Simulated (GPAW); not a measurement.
A self-consistent single point of BaMg6W (P4/mmm, 8 atoms in the cell) with GPAW.

Computed with PBEsol, GPAW PAW datasets PBEsol (made by gpaw-setup) (plane waves; GPAW 25.7.0).

```
BaMg6W
1.0
    6.66290     0.00000     0.00000
    0.00000     6.66290     0.00000
    0.00000     0.00000     4.35240
Ba Mg W
1 6 1
Direct
  0.00000   0.00000   0.50000
  0.00000   0.50000   0.50000
  0.50000   0.00000   0.50000
  0.71138   0.28862   0.00000
  0.28862   0.71138   0.00000
  0.71138   0.71138   0.00000
  0.28862   0.28862   0.00000
  0.50000   0.50000   0.50000
```

Reference input (self-consistent single point, DFT LDA (Perdew-Wang 92), plane waves, GPAW PAW datasets LDA (gpaw-data 1.0.1)): mode = pw; ecut = 800 eV; xc = LDA; kpts = 3 3 5; mesh shift (steps) = 0 0 0; occupations.name = fermi-dirac; occupations.width = 0.1 eV; nbands = -12; symmetry.symmorphic = false; symmetry.tolerance = 0.0005; maxiter = 120. This run's input differs from it in these lines:

```diff
@@ -19,3 +19,3 @@
 calc = GPAW(mode=PW(800),
-            xc='LDA',
+            xc='PBEsol',
             kpts=(3, 3, 5),
```

Its files differ too (potentials: GPAW PAW datasets PBEsol (made by gpaw-setup)).

Output, abridged:

```
     iter     time        total  log10-change:
                         energy   eigst   dens
iter:   1 --:--:--   -23.008965
iter:   2 --:--:--   -22.983145   -0.37  -1.38
iter:   3 --:--:--   -22.870773   -1.14  -1.43
iter:   4 --:--:--   -22.570441   -1.41  -1.48
iter:   5 --:--:--   -22.608534   -2.00  -1.93
iter:   6 --:--:--   -22.562761   -2.45  -2.12
iter:   7 --:--:--   -22.567863   -3.28  -2.23
iter:   8 --:--:--   -22.587815c  -2.69  -2.42
iter:   9 --:--:--   -22.561809c  -2.95  -2.36
iter:  10 --:--:--   -22.561916c  -3.97  -3.13
iter:  11 --:--:--   -22.561559c  -4.58  -3.17
iter:  12 --:--:--   -22.561125c  -4.90  -3.25
iter:  13 --:--:--   -22.561315c  -4.98  -3.73
iter:  14 --:--:--   -22.561319c  -6.17  -3.61
iter:  15 --:--:--   -22.561286c  -5.98  -3.85
iter:  16 --:--:--   -22.561270c  -6.99  -4.21c
iter:  17 --:--:--   -22.561269c  -7.72c -4.30c
Converged after 17 iterations.

Dipole moment: (0.000000, 0.000000, 0.000000) |e|*Ang

Energy contributions relative to reference atoms: (reference = -692459.611189)

Kinetic:        -14.118693
Potential:      +24.865950
External:        +0.000000
XC:             -32.814269
Entropy (-ST):   -0.192321
Local:           -0.398096
SIC:             +0.000000
--------------------------
Free energy:    -22.657429
Extrapolated:   -22.561269

Showing only first 2 kpts
 Kpt  Band  Eigenvalues  Occupancy
  0    40      4.74211    1.85581
  0    41      5.67405    0.00231
  0    42      5.94826    0.00015
  0    43      5.94826    0.00015

  1    40      4.66701    1.92927
  1    41      5.51937    0.01078
  1    42      5.51937    0.01078
  1    43      5.52424    0.01027

Fermi level: 4.99761

No gap
   [... lines left out ...]
  2 Mg   -0.00000    0.00000    0.00000
  3 Mg    0.02510   -0.02510    0.00000
  4 Mg   -0.02510    0.02510    0.00000
  5 Mg    0.02510    0.02510    0.00000
  6 Mg   -0.02510   -0.02510    0.00000
  7 W     0.00000    0.00000    0.00000

Stress tensor:
     0.003988     0.000000     0.000000
     0.000000     0.003988     0.000000
     0.000000     0.000000     0.009819
Stress (GPa, Voigt): [0.6389 0.6389 1.5731 0.     0.     0.    ]
```

The run converged in 17 iterations. GPAW prints stress with tension positive. Against the reference run the pressure goes from -2.62 to -0.95 GPa and the largest force goes from 0.077 to 0.035 eV/Å.

The starting cell comes from a database of computed structures (which also holds hypothetical and non-ambient phases and stackings), without a prior relaxation at this level. Its lattice was rescaled by a random factor within 2.5 % of one. Spin polarisation is off.

Cost on one core of a shared machine: roughly 70 s.
